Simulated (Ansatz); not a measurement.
**Cu3N under a change: x(Zn) = 0.833, 8 atoms, I4/mmm**

The parent structure is Cu3N (space group Pm-3m, No. 221; a = 3.827 Å).

The other end (x = 1) is Zn₃N (space group Pm-3m, No. 221; a hypothetical phase, not in the database extracts checked): 17.77 Å³/atom, gap zero; this end may not be an ambient phase.

It is then changed as follows: Zn replaces 83.3 % of the Cu, ordered in a cell of 8 atoms (starting symmetry I4/mmm) and fully relaxed.

Level of theory: PBE (Ansatz, an electronic-structure program), spin-orbit coupling left out. Settings: 11×11×11 k-points, 0.05 eV Fermi–Dirac smearing, for the changed cell.

```csv
quantity,base,changed,shift
volume per atom,14.01 Å³,17.23 Å³,+3.22 Å³
density,6.06 g/cm³,5.04 g/cm³,-1.02 g/cm³
shortest interatomic distance,3.616 bohr,3.669 bohr,+0.053 bohr
band gap,0.22 eV,zero,–
mixing energy (to 0.01 eV only: unlike meshes or grids) (against an end that may be hypothetical),–,+0.02 eV/atom,–
deviation of the volume from the linear (Vegard-type) interpolation,–,+0.5 %,–
mean first-shell distances,–,"Cu–N 1.941 Å (end compound 1.913 Å), Zn–N 2.073 Å (end compound 2.071 Å)",–
```

Final structure:

```
CELL_PARAMETERS angstrom
     -2.94926     2.94926     3.96100
      2.94926    -2.94926     3.96100
      2.94926     2.94926    -3.96100
ATOMIC_POSITIONS crystal
  N  0.74508 0.74508 0.00000
  N  0.25492 0.25492 0.00000
  Zn 0.50000 0.50000 0.50000
  Zn 0.00000 0.00000 0.50000
  Zn 0.00000 0.50000 0.00000
  Zn 0.50000 0.00000 0.00000
  Zn 0.00000 0.00000 0.00000
  Cu 0.50000 0.50000 0.00000
```

These are small ordered cells, not random alloys; other orderings at the same x differ. Whether these cells are dynamically stable was not tested. The final runs are not spin-polarised. An odd electron count without spin: Zn5CuN2 and Zn3N. Zn5CuN2 and Zn3N have a high density of states at the Fermi level and may be magnetic at this level. The zero or small gap of Cu3N can change with the level of theory.
